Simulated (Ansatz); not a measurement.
The parent structure is Ag in the fcc (Cu type) structure (space group Fm-3m, No. 225; relaxed with 0.1 eV smearing).

```yaml
crystal:
  lattice:
    - [0.00000, 2.05214, 2.05214]
    - [2.05214, 0.00000, 2.05214]
    - [2.05214, 2.05214, 0.00000]
  atoms:
    - { symbol: Ag, position: [0.00000, 0.00000, 0.00000] }
```

Cartesian axes are those of the cell as printed.

Level of theory: DFT with r2SCAN, PAW potentials and a 500 eV plane-wave cutoff in Ansatz (an electronic-structure program), no spin-orbit coupling.

Base values:

```
Property                        Result
-----------------------------  -------
Shortest interatomic distance  2.902 Å
```

Now apply this change: uniaxial stress, 3 GPa tension along x; all other stress components relax to zero.

Question: Estimate the effect on the energy relative to the base.

Answer: The energy grows by 8.3 meV/atom.

Question: What does the calculation give for the shortest interatomic distance after the change?

Answer: The shortest interatomic distance decreases by 0.059 Å (2.902 Å → 2.843 Å).

Load acts through the strain it causes; cell and atoms are relaxed under it. Beyond what the load breaks, stability against distortions was not tested.
